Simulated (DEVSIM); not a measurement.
Device: abrupt GaP n-p junction, at 400 K.

Layer 1 from the left is GaP, thickness (μm) 0.720, Nd (cm⁻³) 1.5e18, τn (s) 9.2e-7, τp (s) 9.2e-7. Layer 2 from the left is GaP, thickness (μm) 24.0, Na (cm⁻³) 4.6e17, τn (s) 9.2e-7, τp (s) 9.2e-7.

Left contact: ohmic. Right contact: ohmic. Voltage is applied to the left contact. Recombination: SRH at mid-gap, Auger. Mobility is constant in doping.

Constants are typed, rounded textbook-type inputs, not results; the design itself was drawn at random and stands for no fabricated device. Values at 300 K; Nc and Nv go as T^1.5, mobilities as T to minus their exponent, the gap by Varshni's rule with the affinity fixed.

GaP: gap (eV) 2.26, affinity (eV) 3.8, permittivity 11.1, Nc (cm⁻³) 1.8e19, Nv (cm⁻³) 1.9e19, μn (cm²/Vs) 250, μp (cm²/Vs) 150, T exponent of μn 1.6, T exponent of μp 1.98, Cn (cm⁶/s) 1e-30, Cp (cm⁶/s) 1e-30, Varshni α (eV/K) 0.00058, Varshni β (K) 372.

### Question
Estimate by hand the built-in potential, the peak field at zero bias, the capacitance at 3 V, and compare with a numerical solution.

### Answer

- Built-in potential: ni = √(Nc Nv) exp(−Eg/2kT) = 305000 cm⁻³ with Eg = 2.217 eV; Vbi = kT/q ln(Na Nd/ni²) = 1.974 V; numerical 1.974 V.
- Peak field at zero bias: depletion approximation: W = √(2εVbi/(qN)) = 0.0829 μm with N = 3.52e17 cm⁻³; field = 2Vbi/W = 476000 V/cm; numerical 468000 V/cm (estimate above by 1.8 %).
- Capacitance at 3 V: C = √(qεN / 2(Vbi + |V|)) = 74.6 nF/cm²; numerical 75.2 nF/cm² (estimate below by 0.71 %).

Simulated with DEVSIM: 1D drift-diffusion, Boltzmann statistics, complete ionisation; no tunnelling, impact ionisation, image-force lowering or self-heating.
